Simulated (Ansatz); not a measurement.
BBi (model structure, started from the zincblende type, F-43m, No. 216, 2 atoms in the cell) was calculated with PBE-D3(BJ) in Ansatz (plane waves, PAW).

Run with plane-wave cutoff 500 eV, 12×12×12 k mesh, Fermi–Dirac smearing 0.05 eV, scalar-relativistic PAW data made under PBE.

Cell (relaxed at this level):

```cif
data_B4Bi4
_chemical_formula_sum 'Bi4 B4'
_space_group_name_H-M_alt 'F-43m'
_space_group_IT_number 216
_space_group_name_Hall 'F -4 2 3'
_cell_length_a 5.46271
_cell_length_b 5.46271
_cell_length_c 5.46271
_cell_angle_alpha 90.000
_cell_angle_beta 90.000
_cell_angle_gamma 90.000
loop_
_atom_site_label
_atom_site_type_symbol
_atom_site_symmetry_multiplicity
_atom_site_Wyckoff_symbol
_atom_site_fract_x
_atom_site_fract_y
_atom_site_fract_z
_atom_site_occupancy
Bi1 Bi 4 d 0.75000 0.75000 0.75000 1
B1 B 4 a 0.00000 0.00000 0.00000 1
```
(The calculation used a cell of 2 atoms; values per cell refer to that cell.)

Question: Give the computed band gap.

Answer: 
band gap: 0.40 eV (on the SCF k mesh)

Note: the relaxation could raise the start's symmetry but not lower it, so the cell can be a saddle point.

Spin–orbit coupling is not included; with these elements it can move the gap by several tenths of an eV or more.

The computed numbers hold no vibrational or temperature effects.

The result took about 29 core-seconds (a rough figure).

A model structure was made by putting elements into a prototype or built by hand; it is no filed structure, need not be a known phase, and can be a saddle point held by its symmetry.

Ansatz is a first-principles code.
